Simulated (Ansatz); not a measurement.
Formation energy of the bound charge states of S_F in rock-salt LiF (start: the F site; 64-site cell, 2×2×2 shifted sampling) against the Fermi level, Li-rich (Δμ(F) = -5.89 eV, Δμ(S) = -4.08 eV, bounded by Li2S (Fm-3m); only phases computed here count, gases as isolated molecules at 0 K). Computed with PBE, PAW (plane waves to 420 eV; Ansatz, a quantum-chemistry and plane-wave program).

Set-up: 64-site cell; 2×2×2 shifted k-points; host gap 8.83 eV; charged states image-corrected; not converged in cell size; flagged in the runs: a doubtful potential alignment.

| E_F − E_VBM (eV) | q = +1 | q = 0 | q = −1 |
|---|---|---|---|
| 0.00 | 3.49 | 5.63 | 9.09 |
| 1.10 | 4.59 | 5.63 | 7.98 |
| 2.21 | 5.69 | 5.63 | 6.88 |
| 3.31 | 6.80 | 5.63 | 5.77 |
| 4.41 | 7.90 | 5.63 | 4.67 |
| 5.52 | 9.01 | 5.63 | 3.57 |
| 6.62 | 10.11 | 5.63 | 2.46 |
| 7.72 | 11.21 | 5.63 | 1.36 |
| 8.83 | 12.32 | 5.63 | 0.26 |

Crossings of the lowest lines: (+1/0) at 2.14 eV; (0/−1) at 3.45 eV.
